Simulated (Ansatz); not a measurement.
Here is the system:

```xyz
2
Lattice="0.0000 2.7264 2.7264 2.7264 0.0000 2.7264 2.7264 2.7264 0.0000" Properties=species:S:1:pos:R:3 pbc="T T T"
Ga     0.0000     0.0000     0.0000
As     1.3632     1.3632     1.3632
```

Computed with PBEsol with spin-orbit coupling, rigid bands (plane waves, PAW; Ansatz, an electronic-structure program). Condition of this run: hydrostatic pressure 10 GPa (the target of the relaxation). How the cell was made: cell and atoms relaxed with PBEsol, then loaded as said.

What conductivity effective mass do dilute electrons have at 300 K?

0.33 mₑ.

Predict the hole conductivity mass (n e² τ/σ) at 300 K, by direction if it differs.

0.35 mₑ.

And the band gap?

1.00 eV at this level; semilocal functionals usually fall short of the measured gap.

Rigid bands, one relaxation time for all states, no polarons.
